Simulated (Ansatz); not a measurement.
Take Mo in the bcc (W type) structure (space group Im-3m, No. 229; a = 3.161 Å; relaxed with 0.1 eV smearing) as the base.

Computed with Ansatz (a first-principles code) PBE, no spin-orbit coupling.

Strains are applied to the cell and any free atomic positions relax.

One change was made to it. Results:

The pressure goes from zero to -16.4 GPa; the energy goes up by 66 meV/atom; the band gap is still zero.

Name the change that was made.
A) isotropic strain −2.50 %
B) isotropic strain −0.50 %
C) isotropic strain +2.50 %
D) isotropic strain −3.00 %
E) isotropic strain +1.50 %

C, isotropic strain +2.50 %. For comparison, the energy relative to the base in the other runs: isotropic strain −3.00 % gives +114 meV/atom; isotropic strain −2.50 % gives +78 meV/atom; isotropic strain −0.50 % gives +2.9 meV/atom; isotropic strain +1.50 % gives +25 meV/atom.

Stability against distortions was not tested. All final runs are without spin polarisation.
